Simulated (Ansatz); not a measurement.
Results of LDA (Ansatz, an electronic-structure program, PAW) for TiAl3 (I4/mmm, No. 139).

Settings: plane-wave cutoff 520 eV, 20×20×20 k mesh, Fermi–Dirac smearing 0.05 eV, no spin polarisation, scalar-relativistic PAW data made under PBE.

Computed at the level's own relaxed cell.

Q: Give the computed equilibrium lattice constant a, lattice parameter c and bulk modulus.

A: 
* **equilibrium lattice constant a**: 3.779 Å
* **lattice parameter c**: 8.482 Å
* **bulk modulus**: 117 GPa

The run finds no gap.

Note: the bulk modulus is −V dP/dV from two relaxed cells at ±2 % in volume.

Computed values are for the static lattice.

The result took very roughly 5 core-minutes.
